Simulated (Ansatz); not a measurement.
A computed series for ZnS: element substitutions

The reference is ZnS in the zinc blende structure (space group F-43m, No. 216).

```yaml
crystal:
  lattice:
    - [0.00000, 2.67846, 2.67846]
    - [2.67846, 0.00000, 2.67846]
    - [2.67846, 2.67846, 0.00000]
  atoms:
    - { symbol: S, position: [0.75000, 0.75000, 0.75000] }
    - { symbol: Zn, position: [0.00000, 0.00000, 0.00000] }
```

Each row replaces one element on all its sites; cell and atoms are relaxed.

Computed with PBEsol in Ansatz (plane waves to 420 eV, PAW, no spin-orbit coupling), earlier PAW set.

**Question.** Only one of these has no band gap. Which?
A) S → Cl
B) Zn → Cd
C) S → Se

**Answer.** A, S → Cl. Computed: S → Cl: zero; Zn → Cd: 1.01 eV; S → Se: 1.23 eV

Stability against distortions was not tested. As relaxed here, ZnCl is a hypothetical phase, not in the database extracts checked. All final runs are without spin polarisation. An odd electron count without spin: ZnCl.

Ansatz is a quantum-chemistry and plane-wave program.
